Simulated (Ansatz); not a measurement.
A 32-atom cell of Ga(As,Sb) started in the zinc blende structure, site fractions As 0.625, Sb 0.375, short-range order -0.24 in the first shell of the mixed sites (0 is random, a negative value favours unlike neighbours), space group C222 at the end, an ordered arrangement that its symmetry holds. The mixed sublattice has 16 sites.

The mixing enthalpy is taken against the end members in the zinc blende type, relaxed in the same cell and mesh.

These are PBE (plane waves to 420 eV, PAW; Ansatz, an electronic-structure program) values and carry that method's errors. Scalar-relativistic, without spin–orbit coupling; with elements this heavy it can move edges by tenths of an eV. Its k-point mesh 3×3×3, Fermi–Dirac width 0.01 eV.

```csv
cell,energy at zero smearing (eV)
GaAs,-138237.745
GaSb,-164285.421
Ga8As5Sb3,-148004.767
```

Q: Work out the mixing enthalpy per mixed site and the interaction parameter Ω of a regular solution.

A: With x = 6/16 of the second end member, ΔH = [-148004.767 − 10/16 × (-138237.745) − 6/16 × (-164285.421)] / 16 = 54 meV against the separate end members. Ω = ΔH / x(1 − x) = 228 meV.
